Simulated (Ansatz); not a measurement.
Consider the following.

```yaml
crystal:
  lattice:
    - [4.05703, 0.00000, 0.00000]
    - [0.00000, 4.05703, 0.00000]
    - [0.00000, 0.00000, 4.05703]
  atoms:
    - { symbol: K, position: [0.00000, 0.00000, 0.00000] }
    - { symbol: Ta, position: [0.50000, 0.50000, 0.50000] }
    - { symbol: O, position: [0.50000, 0.00000, 0.50000] }
    - { symbol: O, position: [0.00000, 0.50000, 0.50000] }
    - { symbol: O, position: [0.50000, 0.50000, 0.00000] }
```

No spin polarisation.

All numbers come from DFT with PBEsol, PAW potentials and a 420 eV plane-wave cutoff in Ansatz (a quantum-chemistry and plane-wave program), no SOC. Settings: 8×8×8 k-points, 0.05 eV Fermi–Dirac smearing.

Question: Predict the band gap, width of the top valence band and smallest direct gap.

Answer: 
```json
{
  "band_gap": "2.02 eV",
  "width_of_the_top_valence_band": "1.08 eV",
  "smallest_direct_gap": "2.65 eV"
}
```

With Ta present, leaving out spin-orbit coupling can change the band edges. The cells carry an imposed strain or load. Stability against distortions was not tested. The cell was made from KTaO3 in the cubic perovskite structure (space group Pm-3m, No. 221) by this change: isotropic strain +1.80 %.
